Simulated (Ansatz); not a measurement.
Start from FeNi3 in the Cu3Au type structure (space group Pm-3m, No. 221; a = 3.545 Å; ferromagnetic; relaxed with 0.1 eV smearing).

All numbers come from PBE, PAW, 420 eV (Ansatz, a program for electronic structure; no spin-orbit coupling).

Before the change:

```
Item                         Value
-------------------  -------------
Magnetic state       ferromagnetic
Pressure                   0.0 GPa
Band gap                      zero
Largest site moment        2.90 μB
```

The change: an isotropic linear strain of +0.24 %, atoms relaxed at fixed cell.

**Question.** Estimate the effect on the energy relative to the base.

**Answer.** The energy grows by 0.3 meV/atom.

**Question.** What does the calculation give for the magnetic state after the change?

**Answer.** The magnetic state remains ferromagnetic.

**Question.** What does the calculation give for the pressure after the change?

**Answer.** The pressure goes from zero to -1.4 GPa.

**Question.** Predict the new band gap.

**Answer.** The band gap stays zero.

**Question.** Estimate the effect on the largest site moment.

**Answer.** The largest site moment hardly moves (2.90 μB against 2.91 μB).

Other magnetic orders, which the real material may have, were not ruled out. Whether these cells are dynamically stable was not tested.
